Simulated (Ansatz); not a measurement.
The starting structures come from a database of crystals and need not be the phases stable at ambient conditions.

Inside the gap of an insulator the Bloch states are evanescent, with a wavenumber k + iκ along the transport direction.

Data:

```
CELL_PARAMETERS angstrom
      5.65966     0.00000     0.00000
      0.00000     8.00397     0.00000
      0.00000     4.00198     4.00198
ATOMIC_POSITIONS crystal
  Hf 0.82047 0.32047 0.50000
  Hf 0.32047 0.17953 0.00000
  Hf 0.17953 0.82047 0.85906
  Hf 0.67953 0.67953 0.64094
  S  0.91839 0.08161 0.33678
  S  0.41839 0.41839 0.16322
  S  0.08161 0.58161 0.50000
  S  0.58161 0.91839 0.00000
  O  0.90489 0.59511 0.00000
  O  0.40489 0.90489 0.50000
  O  0.09511 0.09511 0.80978
  O  0.59511 0.40489 0.69022
```

Space group of this cell: P2_13. The cell is taken as given; by r2SCAN its mean pressure is 2.0 GPa.

Transport runs along the normal of the first two printed cell vectors, the (110) plane of the conventional cell.

The gap is the functional's own. No spin-orbit coupling. Mid-gap values are interpolated on the energy grid.

Task: Predict the band gap and the smallest decay constant κ at mid-gap from r2SCAN run with Ansatz (a program for electronic structure).

Result: Gap 3.30 eV on a 8×8×8 mesh; κ = 0.297 1/Å, at the zone centre.
